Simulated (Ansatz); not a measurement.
We consider cubic perovskite CsSnI3 (cubic high-temperature phase), described by PBE0 (Ansatz, a quantum-chemistry and plane-wave program, PAW).

Settings: plane-wave cutoff 500 eV, 4×4×4 k mesh, gaussian smearing 0.02 eV, scalar-relativistic PAW data made under PBE.

The cell is the one relaxed with r²SCAN: a = b = c = 6.2230 Å, α = β = γ = 90.00°.

Q: Give the computed band gap.

A: 
- band gap = 1.25 eV (on the SCF k mesh)

Note: held by symmetry at 0 K, a high-temperature phase can be a saddle point; cell and atoms aren't relaxed at this level (pressure 0.3 GPa).

Spin–orbit coupling is not included; with these elements it can move the gap by several tenths of an eV or more.
